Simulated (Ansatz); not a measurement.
The complex Ba on the Hf site + O vacancy in monoclinic HfO2 (the Hf site; O(1,3-fold) 2.05 Å away) and its isolated parts, with the Fermi level 2.00 eV above the valence-band maximum, each in its stable bound charge state.

The numbers are results of PBE, PAW (plane waves to 420 eV; Ansatz, a first-principles code), not measurements. Set-up: 96-site cell; 2×2×2 shifted k-points; host gap 4.04 eV; charged states image-corrected; no spin–orbit coupling; not converged in cell size; flagged in the runs: for some of the defects a doubtful potential alignment, a host whose relaxation on this sampling wasn't shown to rest, a strain field that reaches the edge of the cell.

| defect | charge | E_f, elements as references (eV) |
|---|---|---|
| Ba on the Hf site | −2 | 5.61 |
| O vacancy (broken-bond start) [the O(1,3-fold) site; a neighbour pushed 0.95 Å away from the vacancy] | +2 | 4.72 |

Problem. Is the complex bound, by how much, and in which charge state?

Solution. The complex has charge 0 and E_f = 8.15 eV: 5.61 + 4.72 − (8.15) = 2.18 eV, bound.
